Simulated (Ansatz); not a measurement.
The starting structures come from a database of crystals and need not be the phases stable at ambient conditions.

Tunnelling through a barrier is set by its complex band structure: the current falls as exp(−2κd) with the smallest κ.

Given:

```yaml
crystal:
  lattice:
    - [7.72493, 0.00000, 0.00000]
    - [1.41370, 7.59447, 0.00000]
    - [3.51745, 2.92310, 2.50102]
  atoms:
    - { symbol: Cs, position: [0.66667, 0.33333, 0.27555] }
    - { symbol: Cs, position: [0.33333, 0.66667, 0.72445] }
    - { symbol: Pt, position: [0.00000, 0.00000, 0.00000] }
    - { symbol: C, position: [0.00000, 0.00000, 0.37828] }
    - { symbol: C, position: [0.00000, 0.00000, 0.62172] }
```

Space group of this cell: P-3m1. The cell is taken as given.

Transport runs along the normal of the first two printed cell vectors, the (111) plane of the conventional cell.

The gap is the functional's own. No spin-orbit coupling. Mid-gap values are interpolated on the energy grid.

Problem. Predict the band gap and the smallest decay constant κ at mid-gap from Ansatz (a first-principles code) with r2SCAN.

Solution. Gap 1.33 eV on a 12×12×12 mesh; κ = 0.199 1/Å, at (0.500, 0.000) of the in-plane reciprocal vectors. At the zone centre, at the nearest computed energy, the slowest state has κ = 0.20 1/Å.
